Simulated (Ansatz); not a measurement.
Take SrTiO$_{3}$ in the cubic perovskite structure (space group Pm-3m, No. 221; a = 3.854 Å) as the base.

Computed with Ansatz (a program for electronic structure), LDA, PAW, cutoff 420 eV, without spin-orbit coupling.

Base values:

```
Quantity               Result
-------------------  --------
Pressure             0.00 GPa
Smallest direct gap   2.17 eV
Band gap              1.85 eV
```

It is then changed as follows: every lattice vector is shortened by 1.20 %; the atoms relax in the strained cell.

Question: Estimate the effect on the pressure, smallest direct gap, energy relative to the base and band gap.

Answer: The pressure goes from zero to 7.91 GPa; the smallest direct gap grows by 0.03 eV to 2.20 eV; the energy goes up by 9.7 meV/atom; the band gap goes up by 0.06 eV to 1.91 eV.

No phonon test of stability was made. The final runs are not spin-polarised. Many cubic perovskites are stable only at high temperature; tilts and polar distortions were not tested.
